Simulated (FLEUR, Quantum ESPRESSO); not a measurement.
A FLEUR input for a self-consistent single point of BaN2 (C2/c, 6 atoms in the cell) (DFT, PBEsol, all-electron FLAPW (FLEUR), scalar-relativistic valence):

Input of the input generator:

```
BaN2 FLAPW
&input film=f /
3.5149220000 -2.1819550000 -0.0000000000
3.5149220000 2.1819550000 -0.0000000000
-1.8682010000 -0.0000000000 6.9190600000
1.8897261246
1.0 1.0 1.0

6
56 0.2040700000 0.7959300000 0.7500000000
56 0.7959300000 0.2040700000 0.2500000000
7 0.4439300000 0.1500100000 0.5452000000
7 0.5560700000 0.8499900000 0.4548000000
7 0.8499900000 0.5560700000 0.9548000000
7 0.1500100000 0.4439300000 0.0452000000

&comp jspins=1 /
&exco xctyp='PBEs' /
&kpt div1=6 div2=6 div3=3 gamma=t /
&end /
```

```xml
<?xml version="1.0" encoding="UTF-8" standalone="no"?>
<fleurInput fleurInputVersion="0.39">
   <comment>
      BaN2 FLAPW                                                                                          
   </comment>
   <calculationSetup>
      <cutoffs Kmax="4.7" Gmax="16.4" GmaxXC="16.4" numbands="0"/>
      <scfLoop itmax="60" minDistance="0.00001" maxIterBroyd="40" imix="Anderson" alpha="0.05" precondParam="0.0" spinf="2.0"/>
      <coreElectrons ctail="T" frcor="F" kcrel="0" coretail_lmax="0"/>
      <xcFunctional name="PBEs" relativisticCorrections="F"/>
      <magnetism jspins="1"/>
      <soc l_soc="F" theta="0.0" phi="0.0" spav="F"/>
      <expertModes spex="0" secvar="F"/>
      <geometryOptimization l_f="T" forcealpha="1.0" forcemix="BFGS" epsdisp="0.00001" epsforce="0.00001"/>
      <ldaU l_linMix="F" mixParam="0.05" spinf="1.0"/>
   </calculationSetup>
   <cell>
      <bzIntegration valenceElectrons="40.0" mode="hist" fermiSmearingEnergy="0.00367493">
         <kPointListSelection listName="default-1"/>
         <!-- k-points included here -->
         <xi:include xmlns:xi="http://www.w3.org/2001/XInclude" href="kpts.xml"> </xi:include>
      </bzIntegration>
      <!-- symmetry operations included here -->
      <xi:include xmlns:xi="http://www.w3.org/2001/XInclude" href="sym.xml"> </xi:include>
      <bulkLattice scale="1.0">
         <bravaisMatrix>
            <row-1>    6.6422399293312804    -4.1232973662015926     0.0000000000000000</row-1>
            <row-2>    6.6422399293312804     4.1232973662015926     0.0000000000000000</row-2>
            <row-3>   -3.5303882357038443     0.0000000000000000    13.0751284396748755</row-3>
         </bravaisMatrix>
      </bulkLattice>
   </cell>
   <atomSpecies>
      <species name="Barium (Ba)" element="Ba" atomicNumber="56">
         <mtSphere radius="2.68" gridPoints="925" logIncrement="0.014"/>
         <atomicCutoffs lmax="10" lnonsphr="8"/>
         <electronConfig flipSpins="F">
            <coreConfig>(1s1/2) (2s1/2) (2p1/2) (2p3/2) (3s1/2) (3p1/2) (3p3/2) (4s1/2) (3d3/2) (3d5/2) (4p1/2) (4p3/2) (4d3/2) (4d5/2)</coreConfig>
            <valenceConfig>(5s1/2) (5p1/2) (5p3/2) (6s1/2)</valenceConfig>
         </electronConfig>
         <energyParameters s="6" p="6" d="5" f="4"/>
         <lo type="SCLO" l="0" n="5" eDeriv="0"/>
         <lo type="SCLO" l="1" n="5" eDeriv="0"/>
      </species>
      <species name="Nitrogen (N)" element="N" atomicNumber="7">
         <mtSphere radius="1.08" gridPoints="375" logIncrement="0.027"/>
         <atomicCutoffs lmax="6" lnonsphr="4"/>
         <electronConfig flipSpins="F">
            <coreConfig>(1s1/2)</coreConfig>
            <valenceConfig>(2s1/2) (2p1/2) (2p3/2)</valenceConfig>
            <stateOccupation state="(2p1/2)" spinUp="0.5" spinDown="0.5"/>
            <stateOccupation state="(2p3/2)" spinUp="1.0" spinDown="1.0"/>
         </electronConfig>
         <energyParameters s="2" p="2" d="3" f="4"/>
      </species>
   </atomSpecies>
   <atomGroups>
      <atomGroup species="Barium (Ba)">
         <relPos label="                   1">.2040700000 -.2040700000 -1.000/4.000</relPos>
         <relPos label="                   2">-.2040700000 .2040700000 1.000/4.000</relPos>
         <force calculate="T" relaxXYZ="TTT"/>
      </atomGroup>
      <atomGroup species="Nitrogen (N)">
         <relPos label="                   3">.4439300000 .1500100000 -.4548000000</relPos>
         <relPos label="                   4">-.4439300000 -.1500100000 .4548000000</relPos>
         <relPos label="                   5">-.1500100000 -.4439300000 -.0452000000</relPos>
         <relPos label="                   6">.1500100000 .4439300000 .0452000000</relPos>
         <force calculate="T" relaxXYZ="TTT"/>
      </atomGroup>
   </atomGroups>
   <output dos="F" band="F" slice="F">
      <checks vchk="F" cdinf="F"/>
      <bandDOS minEnergy="-.5*Htr" maxEnergy="0.5*Htr" sigma="0.015" storeEVData="T"/>
      <vacuumDOS vacdos="F" integ="F" star="F" nstars="0" locx1="0.0" locy1="0.0" locx2="0.0" locy2="0.0" nstm="0" tworkf="0.0"/>
      <unfoldingBand unfoldBand="F" supercellX="1" supercellY="1" supercellZ="1"/>
      <plotting iplot="0" polar="F">
         <plot TwoD="T" vec1="  1.0  0.0  0.0" vec2="  0.0  1.0  0.0" vec3="  0.0  0.0  1.0" zero="  0.0  0.0  0.0" file="plot"/>
      </plotting>
      <chargeDensitySlicing numkpt="0" minEigenval="0.0" maxEigenval="0.0" nnne="0" pallst="F"/>
      <specialOutput eonly="F"/>
      <magneticCircularDichroism mcd="F" energyLo="-10.0" energyUp="0.0"/>
   </output>
  <!-- We include the file relax.xml here to enable relaxations (see documentation) -->
  <xi:include xmlns:xi="http://www.w3.org/2001/XInclude" href="relax.xml"> <xi:fallback/> </xi:include>
</fleurInput>
```

**Question.** Write the same calculation as an input for Quantum ESPRESSO.

**Answer.** One input that does it (others would too):

```fortran
&CONTROL
    calculation = 'scf',
    prefix = 'scf',
    outdir = './tmp',
    pseudo_dir = './',
    verbosity = 'high',
    tprnfor = .true.,
    tstress = .true.,
/
&SYSTEM
    ibrav = 0,
    nat = 6,
    ntyp = 2,
    ecutwfc = 40,
    ecutrho = 200,
    occupations = 'smearing',
    smearing = 'fd',
    degauss = 0.0073499,
/
&ELECTRONS
    conv_thr = 1.0d-10,
    mixing_beta = 0.7,
/
ATOMIC_SPECIES
Ba   137.3270  ba_pbesol_v1.uspp.F.UPF
N     14.0070  n_pbesol_v1.2.uspp.F.UPF
ATOMIC_POSITIONS {crystal}
Ba    0.204070000    0.795930000    0.750000000
Ba    0.795930000    0.204070000    0.250000000
N     0.443930000    0.150010000    0.545200000
N     0.556070000    0.849990000    0.454800000
N     0.849990000    0.556070000    0.954800000
N     0.150010000    0.443930000    0.045200000
K_POINTS {automatic}
6 6 3  0 0 0
CELL_PARAMETERS {angstrom}
   3.514922000    -2.181955000     0.000000000
   3.514922000     2.181955000     0.000000000
  -1.868201000     0.000000000     6.919060000
```

Basis, cutoffs, solver keys and any potentials are the target program's own. This input uses DFT, PBEsol, plane waves, GBRV 1.5 ultrasoft (PBESOL) pseudopotentials.

The starting cell comes from a database of computed structures (which also holds hypothetical and non-ambient phases and stackings), without a prior relaxation at this level. For this run, on top of that: lattice scaled by 0.98.
